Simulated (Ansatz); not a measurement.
System: CaScO₂F (model structure, started from the SrVO2H type, P4/mmm, No. 123, 5 atoms in the cell). Method: dielectric-dependent PBEsol hybrid (Ansatz, a quantum-chemistry and plane-wave program, plane waves, PAW).

Input file:

Ansatz 0.2 input:
```yaml
crystal:
  lattice:
    - [4.060617805, 0.0, 0.0]
    - [0.0, 4.060617805, 0.0]
    - [0.0, 0.0, 3.9586898079]
  atoms:
    - { symbol: Ca, position: [0.5, 0.5, 0.5] }
    - { symbol: Sc, position: [0.0, 0.0, 0.0] }
    - { symbol: O, position: [0.5, 0.0, 0.0] }
    - { symbol: O, position: [0.0, 0.5, 0.0] }
    - { symbol: F, position: [0.0, 0.0, 0.5] }
  host: atoms
basis:
  ecutwfc: 460
  ecutrho_ratio: 4
  xc_grid: 2
kpoints:
  mp_grid: { grid: [6, 6, 6] }
hamiltonian:
  xc:
    exchange: pbesol
    correlation: pbesol
    exx: { coeff: inverse_dielectric }
  dispersion: none
  pseudopotentials: { kind: paw }
scf:
  occupations: { method: fermi_dirac, width: 0.01 }
  convergence: { dr2_threshold: 0.0000000005 }
output:
  forces: true
  stress: true
  eigenvalues: true
```

Output (set-up and result lines):

```
WARN output.stress: scf.exx.energy_threshold = 1e-6 eV is looser than the 5e-8 eV advised for a stress under a hybrid functional (1e-8 eV for each atom of the …
Crystal: 5 atoms, lattice volume = 65.273 Å³
Basis set: ecut = 460 eV, 1421 PW (Γ), exchange–correlation on 60×60×60 points (8 copies of the dense FFT grid, shifted against one another)
Bands: 25, of which v1, the nominal top of the filled ones, is band 20 counted from 1 (19 counted from 0)
Symmetry: 16 space group operations
Space group: P4/mmm (ITA 123), of the structure as read, at distance tolerance 4.0e-5 Å
k-points: 40 of 216
SCF iter   1: F=—  HF=-5835.822703 eV  |F-HF|=—  |Δ(HF+E_count)|=         —  Δρ=1.38e-2  dr2=9.57e-2
SCF iter   2: F=—  HF=-5835.812457 eV  |F-HF|=—  |Δ(HF+E_count)|=   1.02e-2  Δρ=1.00e-2  dr2=5.63e-2
  ...
Crystal: 5 atoms, lattice volume = 65.273 Å³
Initial density: handed on by an earlier stage of this run
Functional: x = 0.7509352849103971 pbesol(κ = 0.804, μ = 0.12345679012345678) + 0.2490647150896029 exact, c = pbesol(β = 0.046)
Crystal: 5 atoms, lattice volume = 65.273 Å³
SCF iter   7: F=—  HF=-5857.129609 eV  |F-HF|=—  |Δ(HF+E_count)|=   6.20e-9  Δρ=9.97e-7  dr2=5.78e-10
SCF iter   8: F=-5857.129609 eV  HF=-5857.129609 eV  |F-HF|=4.55e-12  |Δ(HF+E_count)|=  1.94e-10  Δρ=8.75e-8  dr2=8.38e-11
SCF 3 converged in 8 iterations: F = -5857.129609 eV  dr2 = 8.38e-11
Free energy (F): -5857.129610 eV
Internal energy: -5857.129610 eV  (E = F + TS)
E sigma→0 (E₀):  -5857.129610 eV
Fermi energy:    9.445847 eV
--- Forces (eV/Å), atoms counted from 1 ---
  atom   1  Ca     0.00000000    -0.00000000     0.00000000
  atom   2  Sc     0.00000000    -0.00000000     0.00000000
  atom   3  O      0.00000000    -0.00000000     0.00000000
  atom   4  O     -0.00000000     0.00000000     0.00000000
  atom   5  F      0.00000000    -0.00000000     0.00000000
--- Stress (GPa, compression-positive) ---
       -1.945080       0.000000       0.000000
        0.000000      -1.945080       0.000000
        0.000000       0.000000      -2.033001
  P = ⅓ Tr σ = -1.9744 GPa (-19.744 kbar)
```

The PAW data were made under PBE.

Note: the relaxation could raise the start's symmetry but not lower it, so the cell can be a saddle point. Note: cell and atoms aren't relaxed at this level (pressure -2.0 GPa).

Computing time: roughly 3 core-minutes.

A model structure was made by putting elements into a prototype or built by hand; it is no filed structure, need not be a known phase, and can be a saddle point held by its symmetry.
